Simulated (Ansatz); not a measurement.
The parent structure is AgCl in the rock salt structure (space group Fm-3m, No. 225; a = 5.4475 Å). Axes: x, y, z lie along the cube axes.

Level of theory: plane-wave PAW DFT at the PBEsol level (Ansatz, a program for electronic structure, 420 eV), without spin-orbit coupling.

For the base:

* **Band gap**: 0.72 eV

Now apply this change: compressive biaxial strain of 0.83 % in the plane normal to [111], as in epitaxy on a mismatched substrate; the out-of-plane cell vector and the atoms relax.

Q: Estimate the effect on the ratio −ε⊥/ε∥ and band gap.

A: The ratio −ε⊥/ε∥ is 1.70; the band gap drops by 0.02 eV, from 0.72 eV to 0.70 eV.

Stability against distortions was not tested.
